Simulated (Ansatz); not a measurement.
Given:

```xyz
2
Lattice="0.0000 2.8928 2.8928 2.8928 0.0000 2.8928 2.8928 2.8928 0.0000" Properties=species:S:1:pos:R:3 pbc="T T T"
Na     0.0000     0.0000     0.0000
Cl     2.8928     2.8928     2.8928
```

These are PBEsol, rigid bands (plane waves, PAW, scalar-relativistic; Ansatz, a quantum-chemistry and plane-wave program) values and carry that method's errors. Condition of this run: hydrostatic pressure -2 GPa (the target of the relaxation). Cell: cell and atoms relaxed with PBEsol, then loaded as said.

Problem. What conductivity effective mass do dilute electrons have at 300 K?

Solution. 0.41 mₑ.

Problem. What conductivity effective mass do dilute holes have at 300 K?

Solution. 3.5 mₑ.

Problem. And the band gap?

Solution. 4.67 eV at this level; semilocal functionals usually fall short of the measured gap.

Rigid bands, one relaxation time for all states, no polarons. Spin-orbit coupling is left out; where it splits the top of the valence band it changes the hole mass and lowers the gap by about a third of the splitting.
